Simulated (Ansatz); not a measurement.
## Response to strain in SiC

The reference is SiC in the zinc blende structure (space group F-43m, No. 216).

```
CELL_PARAMETERS angstrom
      0.00000     2.17843     2.17843
      2.17843     0.00000     2.17843
      2.17843     2.17843     0.00000
ATOMIC_POSITIONS crystal
  Si 0.00000 0.00000 0.00000
  C  0.25000 0.25000 0.25000
```

Cartesian axes are those of the cell as printed.

Strains are applied to the cell and any free atomic positions relax; under biaxial strain the out-of-plane vector relaxes too.

Method: PBEsol, PAW, 420 eV (Ansatz, an electronic-structure program; scalar-relativistic without spin-orbit coupling).

```csv
"biaxial strain, plane normal [001], relaxed out of plane (%)",out-of-plane strain (%)
-3,2.04
-2.5,1.71
-2,?
-1.5,1.04
-1,0.69
-0.5,0.35
0,0.00
```

Task: Fit ε⊥ = −νε + γε² (strains in %) to the rows shown and predict the withheld row.

Result: Least squares on the printed values gives ν = 0.70 (the biaxial Poisson response) and γ = -0.007 (largest residual 0.00 %); this predicts 1.37 %, and the run gives 1.37 %, in agreement.

Stability against distortions was not tested.
